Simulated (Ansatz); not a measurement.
Take LiCl in the rock salt structure (space group Fm-3m, No. 225; a = 5.064 Å) as the base. Axes: x, y, z lie along the cube axes.

Method: DFT with PBEsol, PAW potentials and a 420 eV plane-wave cutoff in Ansatz (a program for electronic structure), spin-orbit coupling left out.

For the base:

| Item | Value |
|---|---|
| Band gap | 6.35 eV |
| Electron mass | 0.46 mₑ (at Γ) |

Modification: compressive biaxial strain of 1.67 % in the plane normal to [111], as in epitaxy on a mismatched substrate; the out-of-plane cell vector and the atoms relax.

What happens to the band gap?

The band gap increases by 0.09 eV, from 6.35 eV to 6.44 eV.

Estimate the effect on the out-of-plane strain.

The out-of-plane strain amounts to +0.87 %.

What happens to the valence-band top at Γ?

The valence-band top at Γ (three highest levels, from the VBM) amounts to 0.00, 0.00, -0.17 eV.

How does this affect the electron mass?

The electron mass becomes 0.44 mₑ out of plane, 0.48 mₑ in plane (at Γ) (base: 0.46 mₑ (at Γ)).

Effective masses come from finite differences of ±0.01 Å⁻¹. Stability against distortions was not tested.
